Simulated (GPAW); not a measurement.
Density of states of SiMo₃ (Pm-3n, 8 atoms in the cell).

```xyz
8
Lattice="4.8897 0.0000 0.0000 0.0000 4.8897 0.0000 0.0000 0.0000 4.8897" Properties=species:S:1:pos:R:3 pbc="T T T"
Si     2.4449     2.4449     2.4449
Si     0.0000     0.0000     0.0000
Mo     0.0000     2.4449     1.2224
Mo     0.0000     2.4449     3.6673
Mo     1.2224     0.0000     2.4449
Mo     3.6673     0.0000     2.4449
Mo     2.4449     1.2224     0.0000
Mo     2.4449     3.6673     0.0000
```

Computed with PBE, GPAW PAW datasets PBE (gpaw-data 1.0.1) (plane waves; GPAW).

SCF settings: mode = pw; ecut = 550 eV; xc = PBE; kpts = 5 5 5; mesh shift (steps) = 0.5 0.5 0.5; occupations.name = methfessel-paxton; occupations.width = 0.1 eV; occupations.order = 1; nbands = -14; convergence.density = 1e-05 e/electron; symmetry.symmorphic = false; symmetry.tolerance = 0.0005; maxiter = 120. Keys of the DOS step: dos_kpts = 8 8 8; dos_width = 0.2 eV.

The starting cell comes from a database of computed structures (which also holds hypothetical and non-ambient phases and stackings), without a prior relaxation at this level. Spin polarisation is off.

Total DOS (both spins), as means of the tabulated values in each energy bin; the zero is the program's Fermi level or highest filled level, and the curve is cut to this window:

(E (eV), states/eV/cell): (-7.75, 0.00); (-7.25, 0.00); (-6.75, 0.00); (-6.25, 0.70); (-5.75, 4.66); (-5.25, 4.37); (-4.75, 7.94); (-4.25, 6.90); (-3.75, 7.86); (-3.25, 10.0); (-2.75, 5.92); (-2.25, 6.99); (-1.75, 9.99); (-1.25, 7.58); (-0.75, 2.98); (-0.25, 3.79); (0.25, 4.10); (0.75, 5.19)

Around zero the curve holds about 4.1 states/eV/cell.
